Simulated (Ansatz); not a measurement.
Take ZnO in the wurtzite structure (space group P6_3mc, No. 186; a = 3.2298 Å, c = 5.2148 Å) as the base. Axes: x lies along a and z along c of the hexagonal cell.

Levels (all Ansatz, an electronic-structure program, PAW): PBEsol (420 eV, without spin-orbit coupling); r2SCAN (500 eV, spin-orbit coupling left out).

Its gap is 0.70 eV with PBEsol and 1.24 eV with r2SCAN.

Modification: uniaxial stress, 8 GPa compression along x, with the cell and atoms free to relax against it.

With PBEsol the gap becomes 0.56 eV.

Problem. If the r2SCAN correction stayed the same, what would the r2SCAN gap be, and what does the r2SCAN run give?

Solution. A rigid correction of +0.54 eV gives 1.10 eV. The r2SCAN run gives 1.11 eV, so the two effects roughly add.

Single points use the geometry relaxed with PBEsol. Load acts through the strain it causes; cell and atoms are relaxed under it. Stability under load was not tested beyond the relaxation.
